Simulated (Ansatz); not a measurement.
Results of PBE0 (Ansatz, a quantum-chemistry and plane-wave program, plane waves, PAW) for cubic perovskite CsPbCl3 (cubic high-temperature phase).

Numerical settings: plane-wave cutoff 460 eV, 4×4×4 k mesh, Fermi–Dirac smearing 0.01 eV, scalar-relativistic PAW data made under PBE.

Energies at three volumes about the minimum:

```tsv
V (Å³/atom)	E − E_lowest (meV/atom)
36.219	1.75
37.078	0.00
38.077	1.62
```

Fit a parabola by hand: where is the minimum, what lattice constant follows, and what is the bulk modulus?

Slopes: (0.00 − 1.75)/(37.078 − 36.219) = -2.037 and (1.62 − 0.00)/(38.077 − 37.078) = 1.622 meV/Å³. Curvature E″ = 2 × (1.622 − (-2.037))/(38.077 − 36.219) = 3.939 meV/Å⁶. From the middle of the first interval, the slope vanishes at V0 = 36.6485 − (-2.037)/3.939 = 37.166 Å³/atom. B = V0 E″ = 37.166 × 3.939 meV/Å³ × 0.1602 GPa per meV/Å³ = 23.5 GPa. With 5 atoms in the cube, a = (5 × 37.166)^(1/3) = 5.707 Å. The full Birch–Murnaghan fit to all volumes gives V0 = 37.144 Å³/atom and B0 = 23.3 GPa.

Note: the relaxation could not lower the start's symmetry, so the cell can be a saddle point above a distorted one.
